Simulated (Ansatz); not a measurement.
Cohesive energy (eV/atom) of solids drawn from the class of intermetallic compounds, at two levels: PBEsol (Ansatz, a quantum-chemistry and plane-wave program, PAW), and r²SCAN (PAW; Ansatz).

```csv
solid,PBEsol,r²SCAN,shift (eV/atom)
CsCl-type PdIn,4.12,3.82,-0.30
L1₂ (Cu3Au-type) Al3Sc,4.47,4.18,-0.29
CsCl-type CuZn,2.93,2.79,-0.14
L1₂ (Cu3Au-type) Ni3Fe,5.61,4.79,-0.82
B20 (FeSi-type) FeGe,5.11,4.15,-0.96
L1₀ (CuAu-type) TiAl,5.23,4.58,-0.65
CsCl-type RuAl,6.42,5.66,-0.76
L1₂ (Cu3Au-type) Ni3Al,5.50,4.81,-0.69
fluorite AuAl2,4.24,4.02,-0.22
L1₀ (CuAu-type) CuAu,3.96,3.71,-0.25
```

The shifts run from -0.96 eV/atom to -0.14 eV/atom, with a median of -0.48 eV/atom.

Over all 10 rows r²SCAN is the larger in 0.

Ansatz's runs of these crystals have no spin polarisation, but for L1₂ (Cu3Au-type) Ni3Fe, B20 (FeSi-type) FeGe, L1₂ (Cu3Au-type) Ni3Al. A magnetic state wasn't tried for CsCl-type PdIn, L1₂ (Cu3Au-type) Al3Sc, L1₀ (CuAu-type) TiAl with meta-GGA or hybrid levels, which favour moments.

Density-functional runs with spin start from parallel moments for L1₂ (Cu3Au-type) Ni3Fe, parallel moments for B20 (FeSi-type) FeGe, parallel moments for L1₂ (Cu3Au-type) Ni3Al.

Spin–orbit coupling is left out, also for the solids with elements from indium on (CsCl-type PdIn, fluorite AuAl2, L1₀ (CuAu-type) CuAu); its size isn't shown.

Free atoms are spin-polarised, in the lowest state found; at levels without +SOC their spin–orbit coupling is left out. Each level is taken at its own relaxed cell. Ansatz's density-functional and Hartree–Fock values are scalar-relativistic unless marked +SOC, with PAW data made under PBE.
